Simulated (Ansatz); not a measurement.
InAs (model structure, started from the BN type, Pm-3n, No. 223, 12 atoms in the cell)

All values below come from r²SCAN (Ansatz, a first-principles code, plane waves, PAW).

Settings: plane-wave cutoff 560 eV, 6×6×6 k mesh, Fermi–Dirac smearing 0.01 eV, scalar-relativistic PAW data made under PBE.

Cell (relaxed at this level):

InAs has the cubic space group Pm-3n (No. 223), Pearson symbol cP12. Conventional cell: a = b = c = 7.5246 Å, α = β = γ = 90.00°. In on 6c sees 4 As at 2.660 Å. As on 6d is surrounded by 4 In at 2.660 Å. (Neighbours: up to the widest gap in distance over summed covalent radii, below 1.35, at either atom; cation-cation and far metal-metal contacts left out.)

```json
{
 "band_gap": "0.12 eV (on the SCF k mesh)"
}
```

Note: the relaxation could raise the start's symmetry but not lower it, so the cell can be a saddle point.

Spin–orbit coupling is not included.

Computed values are for the static lattice.

A model structure was made by putting elements into a prototype or built by hand; it is no filed structure, need not be a known phase, and can be a saddle point held by its symmetry.
